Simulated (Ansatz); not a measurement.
Consider a periodic stack without vacuum, fcc Pb (0 0 1) on cubic HfO2 (0 0 1) (film strained to the substrate, started from cuts of the bulks and a machine-learned relaxation; slabs Hf5O12 and Pb4, which can lie off the formulas): substrate slab Hf5O12, film Pb4, surface cells [[1, 0], [1, 1]] and [[1, 0], [1, 1]], film strained by +1.2 and +1.2 %, outermost planes O/O and Pb/Pb as cut, which need not be the usual terminations and can put a slab off its formula. Its start:

```
CELL_PARAMETERS angstrom
      3.60452     0.00000     0.03656
      0.00000     3.60452    -0.06819
      1.75224     0.14815    24.92178
ATOMIC_POSITIONS crystal
  Hf 0.95829 0.97691 0.19609
  Hf 0.51527 0.46184 0.09127
  Hf 0.83702 0.01352 0.40733
  Hf 0.39714 0.48451 0.30146
  Hf 0.29873 0.52035 0.51313
  O  0.47594 0.92496 0.15556
  O  0.99283 0.42025 0.13166
  O  0.05144 0.45541 0.03017
  O  0.54068 0.95421 0.04965
  O  0.35675 0.93709 0.36870
  O  0.87006 0.42845 0.34091
  O  0.87492 0.47486 0.23581
  O  0.36125 0.97606 0.26191
  O  0.24149 0.74513 0.59896
  O  0.77476 0.35413 0.54541
  O  0.79302 0.51130 0.44681
  O  0.28512 0.00898 0.47537
  Pb 0.33041 0.87786 0.76602
  Pb 0.88070 0.23418 0.62984
  Pb 0.08140 0.95082 0.98248
  Pb 0.75685 0.39213 0.85371
```

The start was prepared with a machine-learned potential, and the result is one local minimum, with the in-plane cell held and forces under 0.04 eV/Å; the film can end far from its bulk form.

These are PBE (plane waves to 420 eV, PAW; Ansatz, an electronic-structure program) values and carry that method's errors. No spin–orbit coupling; the runs are not spin-polarised. Its k-point mesh 9×9×1, Fermi–Dirac width 0.05 eV.

Question: Predict the relaxed interface.

Answer: The interface area comes out as 13.0 Å² and the period is 25.52 Å. The heights between the nearest atoms of the two slabs at the two interfaces is 0.83 and 1.22 Å and the Hf–Pb contacts across the interfaces within 1.22 times the sum of covalent radii comes out as 8, mean 3.75 Å. The O–Pb contacts across the interfaces within 1.22 times the sum of covalent radii is 7, mean 2.27 Å.
